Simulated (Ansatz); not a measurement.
The reference is MgS in the rock salt structure (space group Fm-3m, No. 225; a = 5.203 Å).

All numbers come from plane-wave PAW DFT at the r2SCAN level (Ansatz, an electronic-structure program, 500 eV), scalar-relativistic without spin-orbit coupling.

Base values:

```
Item                      Result
---------------  ---------------
Volume per atom         17.61 Å³
Gap character    indirect, Γ → X
```

Perturbation: a hydrostatic pressure of 0.7 GPa.

Estimate the effect on the volume per atom and gap character.

The volume per atom shrinks by 0.15 Å³ to 17.46 Å³; the gap character is still indirect, Γ → X.

Load acts through the strain it causes; cell and atoms are relaxed under it. Whether these cells are dynamically stable was not tested.
